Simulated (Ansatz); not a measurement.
Ansatz (an electronic-structure program) run on ScSi (Cmcm, 4 atoms in the cell): zone-centre phonon calculation.

Method of the run: LDA (PW92), default PAW files made with PBE (plane waves; Ansatz).

```
ScSi
1.0
    1.98697    -4.92872     0.00000
    1.98697     4.92872     0.00000
    0.00000     0.00000     3.64911
Sc Si
2 2
Direct
  0.13921   0.86079   0.25000
  0.86079   0.13921   0.75000
  0.41944   0.58056   0.25000
  0.58056   0.41944   0.75000
```

Reference input (self-consistent single point, DFT, LDA (PW92), plane waves, default PAW files made with PBE): basis.ecutwfc = 420 eV; kpoints.mp_grid.grid = 9 9 9; hamiltonian.xc = lda; hamiltonian.pseudopotentials = {kind: paw} (the program's default PAW files); scf.occupations.method = fermi_dirac; scf.occupations.width = 0.1 eV. This run's input differs from it in these lines:

Ansatz 0.2 input:
```diff
@@ -12,3 +12,3 @@
 basis:
-  ecutwfc: 420.0
+  ecutwfc: 355.0
 kpoints:
@@ -20,6 +20,4 @@
   occupations: { method: fermi_dirac, width: 0.1 }
-output:
-  forces: true
-  eigenvalues: true
-  stress: true
+phonons:
+  method: dfpt
```

The program printed (abridged):

```
SCF iter   1: F=—  HF=-5399.020215 eV  |F-HF|=—  |Δ(HF+E_count)|=         —  Δρ=4.62e-3  dr2=8.92e-3  ethr=1.77e-3  ⟨swp⟩=5.2  Hψ=11872  notcnv=0
all-band conjugate gradients solve this SCF's bands
preconditioner: auto → Kerker (q_TF=auto, 2.361 Å⁻¹)
SCF iter   2: F=—  HF=-5399.019001 eV  |F-HF|=—  |Δ(HF+E_count)|=   1.21e-3  Δρ=2.71e-3  dr2=3.63e-3  ethr=2.97e-5  ⟨swp⟩=1.0  Hψ=3378  notcnv=0
   [... lines left out ...]
SCF iter   6: F=—  HF=-5399.018474 eV  |F-HF|=—  |Δ(HF+E_count)|=   1.18e-7  Δρ=6.96e-6  dr2=4.38e-8  ethr=1.53e-9  ⟨swp⟩=2.8  Hψ=4164  notcnv=0
SCF iter   7: F=—  HF=-5399.018474 eV  |F-HF|=—  |Δ(HF+E_count)|=   1.03e-8  Δρ=1.53e-6  dr2=1.59e-9  ethr=1.46e-10  ⟨swp⟩=2.0  Hψ=3906  notcnv=0
SCF iter   8: F=—  HF=-5399.018474 eV  |F-HF|=—  |Δ(HF+E_count)|=  4.58e-10  Δρ=2.17e-7  dr2=3.88e-11  ethr=5.30e-12  ⟨swp⟩=2.3  Hψ=4227  notcnv=0
SCF iter   9: F=-5399.018474 eV  HF=-5399.018474 eV  |F-HF|=0.00e0  |Δ(HF+E_count)|=  1.82e-12  Δρ=3.79e-8  dr2=1.16e-12  ethr=1.00e-12  ⟨swp⟩=5.2  Hψ=9674  notcnv=0
SCF 1 converged in 9 iterations: F = -5399.018474 eV  dr2 = 1.16e-12
DFPT response loops at Γ: preconditioner auto → Kerker (q_TF=auto, 2.361 Å⁻¹) (partly filled bands, converged f_vac=0.000) …
Free energy (F): -5399.018474 eV
Internal energy: -5398.948563 eV  (E = F + TS)
E sigma→0 (E₀):  -5398.983519 eV
Entropy (-TS):   -0.069911 eV (-17.478 meV/atom)
Fermi energy:    10.318246 eV
--- Phonons (Γ-DFPT): 6 representative perturbations + reference, on 125 of 729 k-points (Σ response iterations 18) ---
  k mesh reduced under 4 symmetry operations, with k and −k counted as one. Each operation leaves every solved displacement unchanged or reverses it
  ASR residual: 7.253e-4 → 0.000e0 eV/Å²; symmetrization residual: 5.314e-6 eV/Å²
  ASR residual per site (eV/Å²): 7.25e-4 7.25e-4 1.13e-5 1.13e-5
  Γ frequencies (cm⁻¹): 0.00 0.00 0.00 182.64 207.59 215.05 275.47 295.31 309.36 333.18 376.53 388.08
  non-analytic LO–TO correction: not included (Born effective charges unavailable; polar crystals: no LO–TO splitting at Γ)
```

The run converged in 9 iterations. 

Summary of the result:
Free energy E − TS (on the zero of these files): -5399.0185 eV
Fermi level (on the code's own zero): 10.32 eV
Zone-centre frequencies (cm⁻¹; negative means imaginary): 0, 0, 0, 183, 208, 215, 275, 295, 309, 333, 377, 388

The starting cell comes from a database of computed structures (which also holds hypothetical and non-ambient phases and stackings), without a prior relaxation at this level. Its lattice was rescaled by up to half a per cent. The cutoff lies below the one recommended for these files.

Cost on one core of a shared machine: roughly 80 s.
